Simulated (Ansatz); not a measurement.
Start from In₂Au (space group Fm-3m, No. 225).

```yaml
crystal:
  lattice:
    - [0.00000, 3.26935, 3.26935]
    - [3.26935, 0.00000, 3.26935]
    - [3.26935, 3.26935, 0.00000]
  atoms:
    - { symbol: In, position: [0.75000, 0.75000, 0.75000] }
    - { symbol: In, position: [0.25000, 0.25000, 0.25000] }
    - { symbol: Au, position: [0.00000, 0.00000, 0.00000] }
```

Cartesian axes are those of the cell as printed.

Level of theory: PBEsol (Ansatz, a first-principles code, PAW, scalar-relativistic without spin-orbit coupling).

Modification: a free-standing slab of 2 layers (6 atoms, 3 a layer) is cut normal to [111], with 15 Å of vacuum and the in-plane cell held at bulk.

**Question.** Predict the new change of the spacing d23 from its bulk value of 0.944 Å and excess energy per area of both faces.

**Answer.** The change of the spacing d23 from its bulk value of 0.944 Å comes out as +3.7 %; the excess energy per area of both faces (slab less bulk energy over the cell's area: twice a surface energy) is 1.31 J/m² (uncertain by up to 0.05 J/m²).

Slab and bulk use different k-meshes, which limits the precision of the excess energy. Stability against distortions was not tested.
